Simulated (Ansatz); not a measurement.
The starting structures come from a database of crystals and need not be the phases stable at ambient conditions.

Where the default PAW files enter, the runs use the earlier of Ansatz's two default sets.

Data:

```yaml
crystal:
  lattice:
    - [3.18832, 0.00000, 0.00000]
    - [-1.59416, 2.76117, 0.00000]
    - [0.00000, 0.00000, 5.44877]
  atoms:
    - { symbol: B, position: [0.66667, 0.33333, 0.50041] }
    - { symbol: B, position: [0.33333, 0.66667, 0.00041] }
    - { symbol: P, position: [0.66667, 0.33333, 0.87459] }
    - { symbol: P, position: [0.33333, 0.66667, 0.37459] }
```

Space group of this cell: P6_3mc, wurtzite. The cell is strained (lengths along the current scaled by 1.03, ions clamped); by r2SCAN its mean pressure is -4.2 GPa.

Transport runs along the normal of the first two printed cell vectors, the (001) (indices of the unstrained crystal) plane of the conventional cell.

The gap is the functional's own, uncorrected, and κ follows it; spin-orbit coupling is left out. Mid-gap means the computed energy nearest the middle.

**Question.** State the band gap and the smallest decay constant κ at mid-gap according to Ansatz (a quantum-chemistry and plane-wave program) with r2SCAN.

**Answer.** Gap 1.30 eV on a 12×12×6 mesh; κ = 0.143 1/Å, at the zone centre.
